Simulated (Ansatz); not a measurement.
Structures of equal composition on the (100) surface of rock-salt TiN: a layer of Al, one atom over each N; a layer of Al, one atom over each Ti. The slabs share one bottom face, and each structure is named by its start. These are constructed structures in small cells; real faces may alloy, dewet or reconstruct in larger ones, and not all known structures of the face are among them. Slabs of about 13 Å, Fermi-Dirac smearing of 0.1 eV. Bottom of the slabs: a bare face, its two planes held. Relaxed from the named starts with such symmetry as they have, on meshes of like density; energies extrapolated to zero smearing; spin only where a row says so; no spin-orbit coupling, no U. Brackets mark spin-polarised runs, whose order is one that fits the cell.

Computed with PBE (plane waves to 420 eV, PAW; Ansatz, a program for electronic structure).

Rank these by energy per 1x1 cell (lowest first), as PBE gives it.

a layer of Al, one atom over each N (0.000 eV), a layer of Al, one atom over each Ti (0.749 eV)
